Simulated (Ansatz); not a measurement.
A periodic model of amorphous Hf18O37Cu2:

```xyz
57
Lattice="8.9430 0.0525 -0.0152 0.0525 9.1323 0.0529 -0.0152 0.0529 8.9912" Properties=species:S:1:pos:R:3 pbc="T T T"
Hf     1.9175     2.7011     7.0794
Hf     6.6392     1.9486     3.4406
Hf     4.8354     0.4119     5.9624
Hf     6.1883     3.7065     6.1465
Hf     8.5975     4.3646     3.0368
Hf     3.3676     3.7704     3.6214
Hf     2.8546     5.1975     0.6762
Hf     6.0772     5.6230     1.4434
Hf     4.4300     1.6965     8.8108
Hf     8.1936     0.3367     6.2136
Hf     8.7821     5.7965     8.1149
Hf     7.7643     2.7082     0.3682
Hf     0.9762     8.8029     8.9413
Hf     2.7926     5.9903     6.0315
Hf     1.0454     1.0274     3.5361
Hf     1.2322     7.0333     2.8046
Hf     5.6767     6.8342     7.2974
Hf     4.1460     8.4073     2.7674
O      1.9284     5.4827     7.6968
O      6.3842     1.3694     1.3949
O      1.0831     6.6851     0.6162
O      4.3276     4.5156     1.9800
O      7.0388     7.0031     8.9545
O      1.4429     6.2504     4.6654
O      5.3122     9.1231     7.9590
O      2.6631     2.1038     3.1476
O      8.0537     0.5340     4.1154
O      8.8193     2.3907     2.2912
O      2.3756     8.5808     3.8455
O      3.0933     6.8126     2.0657
O      4.0091     2.0743     6.7074
O      5.6582     7.0322     2.7461
O      7.7651     3.5732     4.6928
O      6.7200     3.7737     2.2865
O      4.6190     6.0319     8.9024
O      8.1831     6.3258     2.9156
O      4.7503     5.2419     6.1673
O      3.0239     3.3168     8.8484
O      3.9379     7.6935     6.2343
O      6.0665     3.1044     8.2668
O      3.7999     0.4052     1.2213
O      2.2595     0.9012     8.1457
O      7.1870     5.4174     6.8647
O      5.1742     0.5309     3.9287
O      6.6596     8.0941     5.9226
O      8.3947     1.0208     8.2795
O      0.1688     3.5246     7.8457
O      0.2578     7.7970     7.2695
O      5.1650     3.1901     4.3734
O      0.9795     1.3736     5.6848
O      8.1307     4.7619     0.7712
O      6.6003     1.6290     6.0169
O      0.7148     8.9011     1.9495
O      1.6410     4.6864     2.4575
O      2.4639     3.9462     5.4699
Cu     6.7816     8.7049     0.7740
Cu     7.2549     7.2647     4.2856
```

These are PBE, scalar-relativistic without spin-orbit coupling (plane waves to 420 eV, PAW; Ansatz, a quantum-chemistry and plane-wave program) values and carry that method's errors.

It comes from a melt-quench run on a machine-learned potential (CHGNet), relaxed afterwards by DFT. O atoms were pushed apart under 1.9 Å during the dynamics, to hinder bonds among them. The hot cell started wider than the set density and was brought back towards it in steps. It is the lowest in DFT energy of 2 quenches. It is a model cell: composition and starting density were chosen by hand, and all elements were melted together. No dispersion term was used. Its density started from a set value of 8.89 and ended at 8.89 g/cm³. Cooling (nominally 450 K/ps over its main leg) ran many orders faster than in experiment, which tends to leave more defects and strain. Values belong to this one cell and scatter from quench to quench. The volume was held where the preparation left it and the shape relaxed, at a PBE pressure of 0.8 GPa. Stress components on the final sampling reach 0.9 GPa. On a 2×2×2 Γ-centred mesh force components of up to 0.15 eV/Å stay, since the relaxation ran on the zone centre alone.

Neighbours within Hf-Hf 3.34 Å, Hf-O 2.92 Å, Hf-Cu 3.12 Å, O-O 1.58 Å, O-Cu 2.38 Å, Cu-Cu 2.90 Å count as bonded. Two cations that share two anions don't count as bonded, nor two that share one unless they lie closer than Hf-Hf 3.25 Å, Hf-Cu 3.04 Å, Cu-Cu 2.82 Å.

Question: Give the coordination numbers, mean bond lengths and angles.

Answer: 
| Item | Result |
|---|---|
| Mean coordination of Hf by anions | 6.39 (4 with 5, 4 with 6, 9 with 7, 1 with 8) |
| Mean coordination of O | 3.27 (3 with 2, 21 with 3, 13 with 4) |
| Mean coordination of Cu by anions | 3.00 (2 with 3) |
| Mean Hf-O bond | 2.157 Å (spread 0.157 Å, 115 counted) |
| Mean O-Cu bond | 2.052 Å (spread 0.172 Å, 6 counted) |
| Bond angle at Hf | mean 101.7°, spread 29.1° |
| Bond angle at O | mean 113.0°, spread 19.4° |
| Bond angle at Cu | mean 118.4°, spread 38.9° |

Question: List the pairs of like atoms that count as bonded by the rules above.

Answer: There are none by these rules.
